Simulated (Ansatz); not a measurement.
F on the 1x1 (111) surface of fcc Ag, one in a 1x1 cell, energies for each (7.5 Å²). Energies are against ½ F2(g), without zero-point or thermal terms; each row is named by its start.

Method: PBE (plane waves to 420 eV, PAW; Ansatz, an electronic-structure program).

Set-up: 5 atoms, 7.1 Å thick at the start under the adsorbate (thin: gaps and levels are the slab's own); mesh 12x12x1; 0.1 eV smearing; dipole correction on; 2 atoms held, the rest relaxed; each run with such symmetry as its start has; no spin, no spin-orbit, no U, no dispersion correction.

A negative adsorption energy means that the adsorbate is more stable on the surface than in its reference. Starts that drift may end in the same place. Heights count from the host atoms within 0.3 Å of the top one.

```
starting site                           E_ads (eV)  height (Å)  nearest host atom (Å)  bonded to  Δ work function (eV)  lateral drift (Å)
--------------------------------------  ----------  ----------  ---------------------  ---------  --------------------  -----------------
top Ag                                       -0.83        1.99                Ag 1.99         Ag                  6.17                0.0
hollow Ag-Ag-Ag over Ag at depth 2.4 Å       -1.61        1.46                Ag 2.24       3 Ag                  5.10                0.0
hollow Ag-Ag-Ag over Ag at depth 4.7 Å       -1.66        1.45                Ag 2.23       3 Ag                  5.00                0.0
bridge Ag-Ag (span 2.9 Å)                    -1.66        1.45                Ag 2.23       3 Ag                  5.00                0.9
```
